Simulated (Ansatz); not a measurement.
**Response to strain in BaTiO3**

Start from BaTiO$_{3}$ in the cubic perovskite structure (space group Pm-3m, No. 221; a = 4.019 Å).

Strains are applied to the cell and any free atomic positions relax.

Method: PBE, PAW, 420 eV (Ansatz, a program for electronic structure; no spin-orbit coupling).

```csv
change,volume per atom,band gap,pressure
base,12.99 Å³,1.78 eV,0.00 GPa
isotropic strain −3.81 %,11.56 Å³,___,___
isotropic strain −2.03 %,12.21 Å³,1.92 eV,11.52 GPa
isotropic strain +1.47 %,13.57 Å³,1.69 eV,-6.46 GPa
```

Question: Complete the table.

Answer: 
- isotropic strain −3.81 %, band gap: 2.00 eV
- isotropic strain −3.81 %, pressure: 24.67 GPa

No phonon test of stability was made. All final runs are without spin polarisation. Many cubic perovskites are stable only at high temperature; tilts and polar distortions were not tested. This is not the structure that BaTiO3 has at room temperature and ambient pressure.
